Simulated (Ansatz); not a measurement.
Consider Al vacancy in wurtzite AlN with all lengths changed by +1 %, charge state -3. These are PBE, PAW (plane waves to 420 eV; Ansatz, a quantum-chemistry and plane-wave program) values and carry that method's errors.

Settings: 72 host sites, the strained lattice (strain from the relaxed PBE one, atoms relaxed), a 2×2×2 k-point mesh shifted by half a step along c, smearing 0.01 eV, spin-restricted, no image-charge correction. No zero-point or tunnelling terms. The charge state is imposed; whether it is stable for some Fermi level was not computed. Forms of the defect that were not tried may lie lower.

Relaxed starting cell (atoms counted from 1):

```yaml
crystal:
  lattice:
    - [9.48467, 0.00000, 0.00000]
    - [-4.74234, 8.21397, 0.00000]
    - [0.00000, 0.00000, 10.13669]
  atoms:
    - { symbol: Al, position: [0.22173, 0.11117, 0.73781] }
    - { symbol: Al, position: [0.21879, 0.43862, 0.24681] }
    - { symbol: Al, position: [0.22101, 0.44462, 0.74979] }
    - { symbol: Al, position: [0.21879, 0.78077, 0.24680] }
    - { symbol: Al, position: [0.22100, 0.77699, 0.74979] }
    - { symbol: Al, position: [0.55213, 0.11411, 0.24680] }
    - { symbol: Al, position: [0.55590, 0.11189, 0.74979] }
    - { symbol: Al, position: [0.55213, 0.43862, 0.24680] }
    - { symbol: Al, position: [0.55591, 0.44462, 0.74979] }
    - { symbol: Al, position: [0.55507, 0.77784, 0.24813] }
    - { symbol: Al, position: [0.55507, 0.77783, 0.74888] }
    - { symbol: Al, position: [0.89428, 0.11411, 0.24681] }
    - { symbol: Al, position: [0.88828, 0.11189, 0.74979] }
    - { symbol: Al, position: [0.88840, 0.44450, 0.24678] }
    - { symbol: Al, position: [0.88840, 0.44450, 0.74957] }
    - { symbol: Al, position: [0.89428, 0.78077, 0.24680] }
    - { symbol: Al, position: [0.88828, 0.77699, 0.74979] }
    - { symbol: Al, position: [0.11208, 0.22082, 0.49813] }
    - { symbol: Al, position: [0.11180, 0.22110, 0.00296] }
    - { symbol: Al, position: [0.11129, 0.55595, 0.49716] }
    - { symbol: Al, position: [0.11198, 0.55629, 0.00271] }
    - { symbol: Al, position: [0.11209, 0.89187, 0.49812] }
    - { symbol: Al, position: [0.11180, 0.89131, 0.00296] }
    - { symbol: Al, position: [0.44102, 0.22081, 0.49813] }
    - { symbol: Al, position: [0.44159, 0.22110, 0.00296] }
    - { symbol: Al, position: [0.44334, 0.55438, 0.49750] }
    - { symbol: Al, position: [0.44365, 0.55500, 0.99974] }
    - { symbol: Al, position: [0.44333, 0.88956, 0.49749] }
    - { symbol: Al, position: [0.44365, 0.88926, 0.99974] }
    - { symbol: Al, position: [0.77694, 0.22160, 0.49717] }
    - { symbol: Al, position: [0.77661, 0.22092, 0.00270] }
    - { symbol: Al, position: [0.77695, 0.55595, 0.49716] }
    - { symbol: Al, position: [0.77661, 0.55629, 0.00271] }
    - { symbol: Al, position: [0.77852, 0.88956, 0.49750] }
    - { symbol: Al, position: [0.77790, 0.88926, 0.99974] }
    - { symbol: N, position: [0.22173, 0.11117, 0.47523] }
    - { symbol: N, position: [0.22173, 0.11117, 0.93316] }
    - { symbol: N, position: [0.22202, 0.44502, 0.44004] }
    - { symbol: N, position: [0.22351, 0.44708, 0.93799] }
    - { symbol: N, position: [0.22202, 0.77761, 0.44003] }
    - { symbol: N, position: [0.22351, 0.77703, 0.93799] }
    - { symbol: N, position: [0.55528, 0.11088, 0.44004] }
    - { symbol: N, position: [0.55587, 0.10940, 0.93799] }
    - { symbol: N, position: [0.55529, 0.44501, 0.44004] }
    - { symbol: N, position: [0.55587, 0.44708, 0.93799] }
    - { symbol: N, position: [0.55507, 0.77783, 0.43971] }
    - { symbol: N, position: [0.55507, 0.77784, 0.93916] }
    - { symbol: N, position: [0.88788, 0.11088, 0.44004] }
    - { symbol: N, position: [0.88582, 0.10940, 0.93799] }
    - { symbol: N, position: [0.88840, 0.44450, 0.43937] }
    - { symbol: N, position: [0.88840, 0.44450, 0.94068] }
    - { symbol: N, position: [0.88788, 0.77761, 0.44004] }
    - { symbol: N, position: [0.88582, 0.77703, 0.93799] }
    - { symbol: N, position: [0.09850, 0.23440, 0.18160] }
    - { symbol: N, position: [0.10717, 0.22573, 0.69190] }
    - { symbol: N, position: [0.11275, 0.55668, 0.19187] }
    - { symbol: N, position: [0.11009, 0.55535, 0.68868] }
    - { symbol: N, position: [0.09850, 0.86471, 0.18161] }
    - { symbol: N, position: [0.10717, 0.88205, 0.69189] }
    - { symbol: N, position: [0.46819, 0.23440, 0.18160] }
    - { symbol: N, position: [0.45084, 0.22573, 0.69189] }
    - { symbol: N, position: [0.44446, 0.55662, 0.18979] }
    - { symbol: N, position: [0.44412, 0.55594, 0.68863] }
    - { symbol: N, position: [0.44446, 0.88844, 0.18979] }
    - { symbol: N, position: [0.44411, 0.88878, 0.68863] }
    - { symbol: N, position: [0.77622, 0.22016, 0.19187] }
    - { symbol: N, position: [0.77754, 0.22280, 0.68868] }
    - { symbol: N, position: [0.77623, 0.55667, 0.19187] }
    - { symbol: N, position: [0.77755, 0.55535, 0.68868] }
    - { symbol: N, position: [0.77628, 0.88844, 0.18979] }
    - { symbol: N, position: [0.77697, 0.88879, 0.68863] }
```
Cell charge -3.

End state 1 differs by these moves (Å; atoms that move under 0.08 Å are left out):

```csv
atom,element,Δx,Δy,Δz
1,Al,0.00,0.01,0.12
4,Al,0.08,0.00,0.00
6,Al,-3.08,0.00,0.00
7,Al,0.00,-0.01,-0.12
12,Al,-0.08,0.00,0.00
36,N,0.00,0.00,-0.36
42,N,0.00,0.00,0.36
54,N,0.17,-0.12,0.10
58,N,-0.01,0.19,0.08
60,N,-0.34,0.00,0.00
61,N,-0.10,0.00,0.00
64,N,-0.01,-0.20,-0.08
66,N,0.17,0.12,-0.10
```

Task: Predict the forward and backward barriers to end state 1 from PBE, PAW.

Result: forward 2.42 eV, backward 2.42 eV; at the saddle point atom 6 has neighbours N at 1.78, 2 N at 2.22, 2 N at 2.29 Å. The saddle point's order was not checked, and it lies on a symmetry element of the cell, where a band can be held.
